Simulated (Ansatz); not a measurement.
Phonon-limited resistivity of LaSe (Fm-3m) against temperature in μΩ·cm, PBEsol, DFPT electron-phonon coupling, linearised Boltzmann equation in Ansatz (a quantum-chemistry and plane-wave program), harmonic crystal at a fixed cell.

```
T         ρ
-----  ----
50 K   1.38
77 K      ?
100 K   5.0
150 K     ?
200 K     ?
250 K  14.9
273 K  16.3
300 K  17.9
350 K    21
```

Task: What belongs in the gaps?

Result: 
- 77 K, ρ: 3.3
- 150 K, ρ: 8.4
- 200 K, ρ: 11.7

A metal at this level (no band gap). Only scattering by harmonic phonons is included (no impurities, grain boundaries, electron-electron scattering or thermal expansion). Spin-orbit coupling is left out. Halving the electron mesh (24x24x24) moves the resistivity by up to 10 %. Smearing 0.20 eV; phonons on a 4x4x4 q mesh, which this run doesn't test and which matters most at low temperature.

Formula and space group known from diffraction (Crystallography Open Database), not checked to be the room-temperature form: LaSe (Fm-3m).
